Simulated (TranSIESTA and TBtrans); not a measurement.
## Ga chain with one bond stretched by 2.0 Å

System: Ga chain with one bond stretched by 2.0 Å. Leads: straight Ga chain, spacing 2.55 Å. Geometry: as built, not relaxed.

Method: TranSIESTA and TBtrans, PBE, DZP numerical orbitals (energy shift 0.15 eV), PseudoDojo norm-conserving scalar-relativistic potentials, mesh cutoff 200 Ry, 300 K, no spin polarisation, no spin-orbit coupling; self-consistent non-equilibrium Green functions.

```
Property                           Result
---------------------------------  ------
Conductance at 300 K (G0 = 2e²/h)    0.27
Thermopower (μV/K)                   -3.7
Mean T from −0.5 to 0.5 eV           0.20
```

Energies count from the leads' Fermi level. Transmissions are for one spin of a degenerate pair. The energy step is 0.01 eV; narrower resonances are cut or missed.

```tsv
E (eV)	T	lead channels
-2.00	0.059	1
-1.90	0.062	1
-1.80	0.066	1
-1.70	0.071	1
-1.60	0.076	1
-1.50	0.074	1
-1.40	0	0
-1.30	0.065	1
-1.20	0.077	1
-1.10	0.084	1
-1.00	0.089	1
-0.90	0.095	1
-0.80	0.100	1
-0.70	0.10	1
-0.60	0.11	1
-0.50	0.11	1
-0.40	0.12	1
-0.30	0.12	1
-0.20	0.15	3
-0.10	0.23	3
0.00	0.27	3
0.10	0.26	3
0.20	0.24	3
0.30	0.23	3
0.40	0.23	3
0.50	0.23	3
0.60	0.23	3
0.70	0.24	3
0.80	0.24	3
0.90	0.25	3
1.00	0.27	3
1.10	0.28	3
1.20	0.29	3
1.30	0.30	3
1.40	0.32	3
1.50	0.33	3
1.60	0.35	3
1.70	0.36	3
1.80	0.37	3
1.90	0.38	3
2.00	0.39	3
```

The straight chain is held at its spacing; free chains may zigzag or dimerise. No spin-polarised start was tried, so a magnetic state, if there is one, is missed.
